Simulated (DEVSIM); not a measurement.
Structure: abrupt In0.53Ga0.47As p-n junction, at 300 K.

Layer 1 from the left is In0.53Ga0.47As, thickness (μm) 5.40, Na (cm⁻³) 2.9e16, τn (s) 5.8e-10, τp (s) 5.8e-10. Layer 2 from the left is In0.53Ga0.47As, thickness (μm) 110, Nd (cm⁻³) 1.1e15, τn (s) 5.8e-10, τp (s) 5.8e-10.

Left contact: ohmic. Right contact: ohmic. Voltage is applied to the left contact. Recombination: SRH at mid-gap, radiative. Mobility is μmin + (μ − μmin)/(1 + (N/Nref)^α).

Constants are typed, rounded textbook-type inputs, not results; the design itself was drawn at random and stands for no fabricated device. Values at 300 K.

In0.53Ga0.47As: gap (eV) 0.74, affinity (eV) 4.51, permittivity 13.9, Nc (cm⁻³) 2.1e17, Nv (cm⁻³) 7.7e18, μn (cm²/Vs) 12000, μp (cm²/Vs) 300, μn,min 300, μp,min 10, Nref,n 1.3e17, Nref,p 4.9e17, αn 0.48, αp 0.4, B (cm³/s) 9.6e-11.

Problem. Estimate by hand the built-in potential, the peak field at zero bias, the capacitance at -3 V, and compare with a numerical solution.

Solution. 
- Built-in potential: ni = √(Nc Nv) exp(−Eg/2kT) = 7.74e11 cm⁻³ with Eg = 0.740 eV; Vbi = kT/q ln(Na Nd/ni²) = 0.460 V; numerical 0.460 V.
- Peak field at zero bias: depletion approximation: W = √(2εVbi/(qN)) = 0.817 μm with N = 1.06e15 cm⁻³; field = 2Vbi/W = 11300 V/cm; numerical 12400 V/cm (estimate below by 8.9 %).
- Capacitance at -3 V: C = √(qεN / 2(Vbi + |V|)) = 5.50 nF/cm²; numerical 5.54 nF/cm² (estimate below by 0.75 %).

Model (solved in DEVSIM): 1D drift-diffusion, Boltzmann statistics, complete ionisation; no tunnelling, impact ionisation, image-force lowering or self-heating.
